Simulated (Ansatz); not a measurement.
Consider HfS$_{2}$ in the CdI2 type structure (space group P-3m1, No. 164; a = 3.606 Å, c = 5.768 Å; layered, stacked along the Cartesian z axis).

The values are results of PBE-D3(BJ) (Ansatz, a quantum-chemistry and plane-wave program; PAW; 420 eV plane waves; spin-orbit coupling left out), not measurements.

Base values:

| Property | Result |
|---|---|
| Band gap | 0.85 eV |

Now apply this change: a free-standing slab of 1 layer (3 atoms, 3 a layer) is cut normal to the stacking axis, with 15 Å of vacuum and the in-plane cell relaxed.

Problem. What happens to the excess energy per area of both faces?

Solution. The excess energy per area of both faces (slab less bulk energy over the cell's area: twice a surface energy) is 0.39 J/m².

Problem. How does this affect the band gap?

Solution. The band gap rises by 0.36 eV, from 0.85 eV to 1.21 eV.

Problem. What happens to the valence-band top at Γ?

Solution. The valence-band top at Γ (three highest levels, from the VBM) is 0.00, 0.00, -0.93 eV.

Problem. Predict the new gap character.

Solution. The gap character is indirect, Γ → M.

Slab and bulk use different k-meshes, which limits the precision of the excess energy. With Hf present, leaving out spin-orbit coupling can change the band edges. Stability against distortions was not tested.
